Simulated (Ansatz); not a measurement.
## Response to strain in hypothetical Pm-3n GaAs

Base system: GaAs (space group Pm-3n, No. 223; a = 6.982 Å; a hypothetical phase, not in the database extracts checked). Axes: x, y, z lie along the cube axes.

Strains are applied to the cell and any free atomic positions relax; under biaxial strain the out-of-plane vector relaxes too.

Level of theory: PBEsol (Ansatz, a quantum-chemistry and plane-wave program; PAW; 420 eV plane waves; spin-orbit coupling left out).

Notes on the quantities. energy relative to the base: free energy F.

| change | band gap | pressure | volume per atom | energy relative to the base |
|---|---|---|---|---|
| base | 0.28 eV | 0.1 kbar | 28.37 Å³ | 0 meV/atom |
| biaxial strain −3.59 %, plane normal [001], relaxed out of plane | 0.30 eV | 30.4 kbar | 26.93 Å³ | +28 meV/atom |
| biaxial strain −1.67 %, plane normal [001], relaxed out of plane | 0.32 eV | 13.3 kbar | 27.69 Å³ | +5.8 meV/atom |
| isotropic strain +2.63 % | zero | -3.3 GPa | 30.66 Å³ | +25 meV/atom |

Whether these cells are dynamically stable was not tested. The final runs are not spin-polarised. The zero or small gap of GaAs can change with the level of theory.
